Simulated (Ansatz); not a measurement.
Candidates: A. zinc-blende GaN (64 sites, 2×2×2 shifted; a nearby N jumps into the vacancy, 3.19 Å); B. zinc-blende BN (64 sites, 3×3×3 shifted; a nearby N jumps into the vacancy, 2.53 Å); C. wurtzite GaN (72 sites, 2×2×2 shifted along c; a nearby N jumps into the vacancy, 3.20 Å). These are PBE, PAW (plane waves to 420 eV; Ansatz, a first-principles code) values and carry that method's errors.

Each figure is the lowest single hop between equivalent sites among the routes that converged and passed our checks, counted from the lowest site run. It need not be the barrier to long-range diffusion, and untried routes may lie lower. Climbing-image NEB, static nuclei, fixed cells, no finite-size correction; on the finer meshes named, energies are single points at the band's geometries. Saddle orders were checked for a part of the study's bands only and are not shown. Vacancies start on their lattice site; split forms were not set up. Charge states are imposed.

### Question
Rank these hosts by the lowest hop barrier of N vacancy, charge +1, lowest first.

### Answer
C (3.64 eV), A (3.88 eV), B (7.35 eV)
